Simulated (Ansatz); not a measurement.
Input and output of a self-consistent single point for Ba (Im-3m, 1 atom in the cell) (Ansatz, a program for electronic structure).

Computed with PBE (plane waves, PAW; Ansatz).

The change in words: lattice scaled by 0.98; basis.ecutwfc: 420 eV → 210 eV. Reference geometry:
```xyz
1
Lattice="-2.4975 2.4975 2.4975 2.4975 -2.4975 2.4975 2.4975 2.4975 -2.4975" Properties=species:S:1:pos:R:3 pbc="T T T"
Ba     0.0000     0.0000     0.0000
```

Reference input (self-consistent single point, DFT, PBE, plane waves, default PAW files): basis.ecutwfc = 420 eV; kpoints.mp_grid.grid = 9 9 9; hamiltonian.xc = pbe; hamiltonian.pseudopotentials = {kind: paw} (the program's default PAW files); scf.occupations.method = gaussian; scf.occupations.width = 0.1 eV. This run's input differs from it in these lines:

Ansatz 0.2 input:
```diff
@@ -3,5 +3,5 @@
   lattice:
-    - [-2.497450, 2.497450, 2.497450]
-    - [2.497450, -2.497450, 2.497450]
-    - [2.497450, 2.497450, -2.497450]
+    - [-2.447501, 2.447501, 2.447501]
+    - [2.447501, -2.447501, 2.447501]
+    - [2.447501, 2.447501, -2.447501]
   atoms:
@@ -9,3 +9,3 @@
 basis:
-  ecutwfc: 420.0 eV
+  ecutwfc: 210.0 eV
 kpoints:
```

Log, with long lists cut:

```
SCF iter   1: F=—  HF=-5949.165216 eV  |F-HF|=—  |Δ(HF+E_count)|=         —  Δρ=5.66e-3  dr2=5.78e-3  ethr=1.77e-3  ⟨swp⟩=5.5  Hψ=2370  notcnv=0
all-band conjugate gradients solve this SCF's bands
preconditioner: auto → Kerker (q_TF=auto, 2.032 Å⁻¹)
SCF iter   2: F=—  HF=-5949.167780 eV  |F-HF|=—  |Δ(HF+E_count)|=   2.56e-3  Δρ=3.04e-3  dr2=2.09e-3  ethr=5.78e-5  ⟨swp⟩=1.0  Hψ=595  notcnv=0
SCF iter   3: F=—  HF=-5949.168925 eV  |F-HF|=—  |Δ(HF+E_count)|=   1.15e-3  Δρ=3.36e-4  dr2=6.74e-5  ethr=2.09e-5  ⟨swp⟩=2.3  Hψ=468  notcnv=0  defer=1
SCF iter   4: F=—  HF=-5949.168942 eV  |F-HF|=—  |Δ(HF+E_count)|=   1.64e-5  Δρ=6.43e-5  dr2=4.97e-6  ethr=6.74e-7  ⟨swp⟩=2.0  Hψ=443  notcnv=0  defer=1
SCF iter   5: F=—  HF=-5949.168941 eV  |F-HF|=—  |Δ(HF+E_count)|=   2.94e-7  Δρ=1.88e-5  dr2=1.67e-7  ethr=4.97e-8  ⟨swp⟩=2.2  Hψ=488  notcnv=0  defer=1
SCF iter   6: F=-5949.168941 eV  HF=-5949.168941 eV  |F-HF|=4.75e-9  |Δ(HF+E_count)|=   6.35e-8  Δρ=3.23e-6  dr2=5.43e-9  ethr=1.00e-9  ⟨swp⟩=4.1  Hψ=1280  notcnv=0
SCF 1 converged in 6 iterations: F = -5949.168941 eV  dr2 = 5.43e-9
Free energy (F): -5949.168941 eV
Internal energy: -5949.161787 eV  (E = F + TS)
E sigma→0 (E₀):  -5949.165364 eV
Entropy (-TS):   -0.007154 eV (-7.154 meV/atom)
Fermi energy:    6.416960 eV
--- Forces (eV/Å), atoms counted from 1 ---
  atom   1  Ba     0.00000000    -0.00000000     0.00000000
--- Stress (GPa, compression-positive) ---
        0.760908       0.000000       0.000000
        0.000000       0.760908       0.000000
        0.000000       0.000000       0.760908
  P = ⅓ Tr σ = 0.7609 GPa (7.609 kbar)
  The stress holds the Pulay correction. Without it, at fixed plane waves, as pw.x and ABINIT print it: P = -3.6430 GPa
```

The run converged in 6 iterations. Against the reference run the free energy rises by 373 meV/atom and the pressure goes from 0.15 to 0.76 GPa.

The starting cell has typed, rounded lattice constants, without a prior relaxation at this level. Its lattice was rescaled by up to half a per cent. For this run, on top of that: lattice scaled by 0.98. Ansatz's pressure includes its estimate of the finite-basis (Pulay) stress. Without the estimate this run gives -3.64 GPa. The cutoff lies below the one recommended for these files.
